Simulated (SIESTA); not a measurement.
Band structure of Sb (R-3m, 2 atoms in the cell).

```xyz
2
Lattice="3.8920 -2.1194 0.0000 3.8920 2.1194 0.0000 2.7379 0.0000 3.4848" Properties=species:S:1:pos:R:3 pbc="T T T"
Sb     2.4569     0.0000     0.8137
Sb     8.0651     0.0000     2.6711
```

Level of theory: GGA PBE, numerical atomic orbitals TZP, PseudoDojo PBE standard norm-conserving potentials (rewritten from UPF to PSML) (SIESTA 5.4.2).

Settings: XC.functional = GGA; XC.authors = PBE; potentials = PseudoDojo PBE standard; PAO.BasisSize = TZP; PAO.EnergyShift = 0.01 Ry; MeshCutoff = 400 Ry; kgrid.MonkhorstPack = 8 8 8; OccupationFunction = FD; ElectronicTemperature = 0.1 eV; MaxSCFIterations = 150; SCF.Mixer.Method = Broyden; SCF.Mixer.Weight = 0.2; SCF.Mixer.History = 8; SCF.DM.Tolerance = 1.0E-04.

The starting cell has typed, rounded lattice constants, without a prior relaxation at this level. Its lattice was rescaled by a random factor within 2.5 % of one. Spin-orbit coupling is off. Values carry the incompleteness of an atom-centred basis.

Levels in eV from the Fermi level, bands 12 to 17:
```csv
point,12,13,14,15,16,17
Γ,-4.67,-2.21,-1.94,-1.94,2.14,2.80
L,-9.99,-2.15,-1.95,-0.32,-0.28,0.14
B1,-9.31,-5.39,-5.23,-0.78,0.68,4.77
B,-9.31,-5.39,-5.23,-0.78,0.68,4.77
Z,-9.28,-1.47,-1.47,-0.53,0.03,0.03
X,-9.43,-5.73,-3.43,-3.12,2.90,3.39
Q,-9.43,-5.73,-3.43,-3.12,2.90,3.39
F,-8.25,-5.78,-4.05,-3.97,1.48,5.22
P1,-8.98,-5.77,-3.50,-2.89,2.52,3.30
P,-8.98,-5.77,-3.50,-2.89,2.52,3.30
```

Bands cross the Fermi level along this path, so the cell is metallic at this level.

Higher empty bands are left out: an atom-centred basis made for the valence describes them poorly.
